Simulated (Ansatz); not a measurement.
## TaAl (model structure, Fm-3m, No. 225, 2 atoms in the cell): lattice constant a by level of theory

No measured value is used here.

```tsv
level (code)	value (Å)
LDA (Ansatz)	5.185
PBE (Ansatz)	5.284
PBEsol (Ansatz)	5.231
r²SCAN (Ansatz)	5.255
```

Density-functional levels without +SOC have no spin–orbit coupling. Cutoffs differ between the levels. Ansatz's density-functional and Hartree–Fock values are scalar-relativistic unless marked +SOC, with PAW data made under PBE.

A model structure was made by putting elements into a prototype or built by hand; it is no filed structure, need not be a known phase, and can be a saddle point held by its symmetry.

Ansatz is an electronic-structure program.
